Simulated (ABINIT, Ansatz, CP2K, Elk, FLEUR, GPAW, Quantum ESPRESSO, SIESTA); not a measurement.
# a sheet of PtS2 (3 atoms in the cell) computed with different codes at matched settings

Self-consistent single point.

```
PtS2
1.0
    3.35403     0.00000     0.00000
   -1.67701     2.90467     0.00000
    0.00000     0.00000    16.79262
Pt S
1 2
Cartesian
  0.00000   0.00000   8.39631
  0.00000   1.93645   9.79262
  1.67701   0.96822   7.00001
```

Shared settings, as Ansatz (a quantum-chemistry and plane-wave program) writes them: kpoints.mp_grid.grid = 11 11 1; scf.occupations.method = fermi_dirac; scf.occupations.width = 0.1 eV. Potentials and cutoffs stand in the table.

```tsv
code	model	largest force (eV/Å)	gap on the mesh (eV)	cutoff
GPAW	PBEsol, GPAW PAW datasets PBEsol (made by gpaw-setup)	0.895	1.358	600 eV
CP2K	PBEsol, GPW, DZVP-MOLOPT-SR-GTH basis, GTH-PBE potentials (GTH_POTENTIALS)	0.810	1.448	grid 500 Ry
ABINIT	PBEsol, PAW (JTH v2.0 PBE PAW, files made for PBE)	0.811	1.341	21 Ha
SIESTA	GGA PBEsol, numerical atomic orbitals DZP, PseudoDojo PBEsol standard norm-conserving potentials (rewritten from UPF to PSML)	0.500	1.295	grid 300 Ry
Ansatz	PBEsol, PAW files made with PBE	0.915	1.383	420 eV
Quantum ESPRESSO	PBEsol, SSSP 1.1.2 efficiency (PBE) pseudopotentials	0.904	1.377	40 Ry
Elk	PBEsol, all-electron FP-LAPW, Elk's shipped species files, default APW+lo basis	–	1.389	default
FLEUR	PBEsol, all-electron FLAPW (FLEUR, film geometry), scalar-relativistic valence	0.963	1.385	Kmax 4.1 1/bohr
```

A dash marks a value that a program does not give, or that is left out as unsure.

Gaps are read on the mesh.

On Ansatz's run: spin-orbit coupling is off.

The spread over the programs that give each value: largest force within 0.463 eV/Å; gap on the mesh within 0.153 eV.

CP2K and SIESTA use small atom-centred bases, whose incompleteness enters pressures, forces and empty levels differently from a plane-wave cutoff. Elk and FLEUR treat all electrons, but the usual bases taken here (sphere radii, linearisation, local orbitals, empty states) were not tested for convergence, so the values are no reference for the others. In the force vectors, CP2K (by 0.089), ABINIT (by 0.088) and SIESTA (by 0.399) lie more than 0.08 eV/Å from the median of the plane-wave programs.

The starting cell was generated: these elements placed on a structure prototype, without a prior relaxation; it need not be a known phase or ordering of this composition. Its lattice was rescaled in the plane by a random factor within 2.5 % of one.

Keys are those of Ansatz 0.2.
